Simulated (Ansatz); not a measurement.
hcp Ti (1 0 0) on rutile TiO2 (1 0 0) (film strained to the substrate, started from cuts of the bulks and a machine-learned relaxation; slabs Ti6O12 and Ti8, which can lie off the formulas)

A periodic stack without vacuum, hcp Ti (1 0 0) on rutile TiO2 (1 0 0) (film strained to the substrate, started from cuts of the bulks and a machine-learned relaxation; slabs Ti6O12 and Ti8, which can lie off the formulas): substrate slab Ti6O12, film Ti8, surface cells [[0, -1], [1, -1]] and [[1, 0], [1, 1]], film strained by -0.2 and +0.9 %, outermost planes O/O and Ti/Ti as cut, which need not be the usual terminations and can put a slab off its formula.

The start was prepared with a machine-learned potential, and the result is one local minimum, with the in-plane cell held and forces under 0.04 eV/Å; the film can end far from its bulk form.

The numbers are results of PBE (plane waves to 420 eV, PAW; Ansatz, a program for electronic structure), not measurements. No spin–orbit coupling; the runs are not spin-polarised; PBE gaps are too small against experiment. Its k-point mesh 12×7×1, Fermi–Dirac width 0.05 eV.

The interface area is 13.8 Å², the period comes out as 23.68 Å and the heights between the nearest atoms of the two slabs at the two interfaces comes out as 0.32 and 0.86 Å. The Ti–Ti contacts across the interfaces within 1.22 times the sum of covalent radii comes out as 9, mean 3.09 Å and the O–Ti contacts across the interfaces within 1.22 times the sum of covalent radii is 8, mean 2.15 Å.

```xyz
26
Lattice="2.9638 0.0000 0.0148 2.9631 4.6383 0.2593 -0.1193 2.8929 23.8669" Properties=species:S:1:pos:R:3 pbc="T T T"
Ti     3.0566     5.2516     3.8537
Ti     1.5867     3.0526     1.4424
O      3.0737     2.0022     0.4109
O      4.5342     4.2569     4.7077
O      1.5796     1.5923     2.7619
O      3.0642     4.0189     2.3060
Ti     3.0329     4.9864     8.4642
Ti     1.5630     2.8312     6.0173
O      3.0498     1.9151     5.1654
O      4.5112     3.9416     9.3690
O      1.5560     1.3398     7.5058
O      3.0407     3.7020     7.0190
Ti     3.0110     4.7485    13.0111
Ti     1.5406     2.5889    10.6306
O      3.0259     1.5407     9.9469
O      4.4864     4.0384    14.3098
O      1.5309     1.4326    12.5430
O      3.0174     3.4988    11.6556
Ti     4.4844     6.6688    14.7719
Ti     2.9973     4.2504    15.7827
Ti     2.9891     6.4831    17.3706
Ti     1.5027     4.0989    18.2813
Ti     4.4575     6.3304    19.9903
Ti     2.9717     3.9260    20.7855
Ti     2.9628     6.2046    22.5992
Ti     1.4771     3.8321    23.3531
```
